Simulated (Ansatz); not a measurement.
Input:

```yaml
crystal:
  lattice:
    - [-3.02971, 3.02971, 2.40091]
    - [3.02971, -3.02971, 2.40091]
    - [3.02971, 3.02971, -2.40091]
  atoms:
    - { symbol: Al, position: [0.65770, 0.15770, 0.81541] }
    - { symbol: Al, position: [0.84230, 0.65770, 0.50000] }
    - { symbol: Al, position: [0.15770, 0.34230, 0.50000] }
    - { symbol: Al, position: [0.34230, 0.84230, 0.18459] }
    - { symbol: Cu, position: [0.25000, 0.25000, 0.00000] }
    - { symbol: Cu, position: [0.75000, 0.75000, 0.00000] }
```

No spin polarisation.

All numbers come from plane-wave PAW DFT at the PBE level (Ansatz, a quantum-chemistry and plane-wave program, 420 eV), scalar-relativistic without spin-orbit coupling, earlier PAW set. k-mesh 12×12×12 (Γ-centred); smearing 0.05 eV (Fermi–Dirac).

Estimate the band gap.

Zero.

What is the computed space group?

I4/mcm (No. 140).

Predict the pressure (mean of the normal stresses, compression positive).

1.5 GPa.

The cells carry an imposed strain or load. Whether these cells are dynamically stable was not tested. All final runs are without spin polarisation. The cell was made from Al$_{2}$Cu (space group I4/mcm, No. 140) by this change: uniaxial strain ε_zz = −1.48 %.
